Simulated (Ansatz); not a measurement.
Results of PBE0-D3(BJ) in Ansatz (PAW) for AlB2-type HfB2.

Numerical settings: plane-wave cutoff 460 eV, 12×12×8 k mesh (along the axes of the cell as run), Fermi–Dirac smearing 0.05 eV, scalar-relativistic PAW data made under PBE.

Computed at the level's own relaxed cell.

### Question
Give the computed lattice constant a and c axis length.

### Answer

* **lattice constant a**: 3.109 Å
* **c axis length**: 3.444 Å

Measured, for comparison: lattice constant a 3.14 Å, lattice parameter c 3.48 Å (temperature not stated, copied from a table, unchecked, no zero-point or thermal correction; as tabulated in Journal of Nuclear Materials 21, 14 (1967)). Computed (rounded) less measured: lattice constant a not scored (unchecked), lattice parameter c not scored (unchecked). A static lattice is as a rule a little smaller and stiffer than an uncorrected measurement, which narrows the difference in the lattice constant a, lattice parameter c and would widen misses of the other sign.

Spin–orbit coupling is not included.

Computed values are for the static lattice.

Ansatz is a quantum-chemistry and plane-wave program.
